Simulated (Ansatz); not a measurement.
Consider CsBi2 in the cubic Laves (MgCu2 type) structure (space group Fd-3m, No. 227; a = 9.627 Å; a cell from a computed database, its experimental status unchecked).

It is then changed as follows: a hydrostatic pressure of 3 GPa.

Levels (all Ansatz, a quantum-chemistry and plane-wave program, PAW): PBEsol (420 eV, no SOC); PBEsol+SOC (420 eV, noncollinear with spin-orbit coupling).

The geometry is relaxed with PBEsol.

| Quantity | Result |
|---|---|
| PBEsol pressure | 3.0 GPa |

Q: How does going to PBEsol+SOC change the pressure?

A: The pressure grows by 0.3 GPa to 3.3 GPa.

Single points use the geometry relaxed with PBEsol. The spin-orbit shifts are approximate. Load acts through the strain it causes; cell and atoms are relaxed under it. Stability against distortions was not tested.
